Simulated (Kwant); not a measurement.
Device: quantum point contact (saddle potential) in a GaAs two-dimensional gas. Effective mass 0.067 mₑ, grid spacing 1.3 nm, hard walls, nominal width 40 nm (31 grid rows, so walls 41.6 nm apart), one parabolic valley, scattering region 120 nm long along x; energies count from the band bottom; Fermi energy swept from 0.0017539 to 0.04927 eV. Potential (V0 + ½k y²) cos²(πx/L) for |x| < L/2, with V0 = 0.019 eV, k = 0.00026 eV/nm², L = 91 nm. Perpendicular field 4.2 T, also in the leads; orbital effect alone.

The device is made up for the run: typed textbook-type constants, with dimensions and the other settings drawn at random.

Kwant, effective-mass tight-binding model on a square grid, one spin, coherent transport at 0 K. Conductance is in e²/h.

Sweep values stay those of the base run.

Base results: G (e²/h) at E = 13.46 meV 8.4e-7; G (e²/h) at E = 36.87 meV 1.00; G (e²/h) at E = 49.27 meV 1.83; G (e²/h) at E = 25.17 meV 0.067.

### Question
What follows from this one change: length of the gated region 91 → 46 nm?

### Answer
G at E = 13.46 meV 8.4e-7 → 0.0016 e²/h; G at E = 36.87 meV little changed (1.00 e²/h); G at E = 49.27 meV 1.83 → 1.75 e²/h; G at E = 25.17 meV 0.067 → 0.24 e²/h.

### Question
What follows from this one change: effective mass 0.067 → 0.04 mₑ?

### Answer
G at E = 13.46 meV little changed (7.6e-7 e²/h); G at E = 36.87 meV 1.00 → 0.97 e²/h; G at E = 49.27 meV 1.83 → 1.01 e²/h; G at E = 25.17 meV 0.067 → 0.011 e²/h.
